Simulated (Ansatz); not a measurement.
**Functionals side by side, with their cost (level): Mg2TeS (R3m, 4 atoms in the cell)**

```
CELL_PARAMETERS angstrom
      2.15477     1.24406     7.08151
     -2.15477     1.24406     7.08151
      0.00000    -2.48811     7.08151
ATOMIC_POSITIONS crystal
  Mg 0.99072 0.99072 0.99072
  Mg 0.51005 0.51005 0.51005
  Te 0.12309 0.12309 0.12309
  S  0.62611 0.62611 0.62611
```

Program: Ansatz (an electronic-structure program), default PAW files made with PBE; each row names its functional.

Base settings: basis.ecutwfc = 420 eV; kpoints.mp_grid.grid = 4 4 4; hamiltonian.xc = hse06; hamiltonian.pseudopotentials = {kind: paw} (the program's default PAW files); scf.occupations.method = fixed.

Differences are taken from HSE06, a reference of convenience: it is no measurement, and no ranking of the functionals follows.

Core times come from one kind of shared machine and are given to one figure; runs under 30 s give none.

The starting cell comes from a database of computed structures (which also holds hypothetical and non-ambient phases and stackings), without a prior relaxation at this level. Its lattice was rescaled by a random factor within 2.5 % of one. Spin-orbit coupling is off. Ansatz's pressure includes its estimate of the finite-basis (Pulay) stress.

```tsv
level	gap on the mesh less reference (eV)	pressure less reference (GPa)	largest difference in the force on any atom (eV/Å)	core time / reference (rough)
PBEsol	-0.933	-0.32	0.043	–
PBE0	0.663	-0.03	0.003	2
HSE06	0.000	0.00	0.000	1
```

Keys are those of Ansatz 0.2.
